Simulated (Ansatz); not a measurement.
Bond-angle distributions (per cent of the angles at each element, bins of 10°) of a relaxed model of amorphous silicon oxynitride (Si$_{30}$N$_{38}$O$_{3}$) at 2.93 g/cm³. Computed with PBE, scalar-relativistic without spin-orbit coupling (plane waves to 420 eV, PAW; Ansatz, a first-principles code).

Preparation: random packing, a CHGNet melt and quench, and a DFT relaxation. O and N atoms were pushed apart under 1.9 Å during the dynamics, to hinder bonds among them. The hot cell started wider than the set density and was brought back towards it in steps. It is the lowest in DFT energy of 2 quenches. It is a model cell: composition and starting density were chosen by hand, and all elements were melted together. No dispersion term was used. Its density started from a set value of 2.93 and ended at 2.93 g/cm³. The simulated quench (nominally 380 K/ps over its main leg) is rapid and tends to freeze in more defects than a deposited or slowly cooled glass has. A cell of this size samples the disorder only roughly. The volume was held where the preparation left it and the shape relaxed, at a PBE pressure of -0.3 GPa (tension).

Neighbours within Si-Si 2.60 Å, Si-N 2.12 Å, Si-O 2.12 Å, N-N 1.70 Å, N-O 1.64 Å, O-O 1.58 Å count as bonded. Two cations that share two anions don't count as bonded, nor two that share one unless they lie closer than Si-Si 2.38 Å.

| angle (°) | at Si | at N |
|---|---|---|
| 50-60 | 0 | 0 |
| 60-70 | 0 | 0 |
| 70-80 | 1 | 0 |
| 80-90 | 7 | 5 |
| 90-100 | 13 | 13 |
| 100-110 | 32 | 16 |
| 110-120 | 30 | 28 |
| 120-130 | 11 | 19 |
| 130-140 | 6 | 12 |
| 140-150 | 1 | 4 |
| 150-160 | 0 | 4 |
| 160-170 | 0 | 0 |
| 170-180 | 0 | 0 |

They go with these counts of neighbours within the cut-offs, cation contacts included: Si mean 4.0, most often 4; N mean 3.0, most often 3.
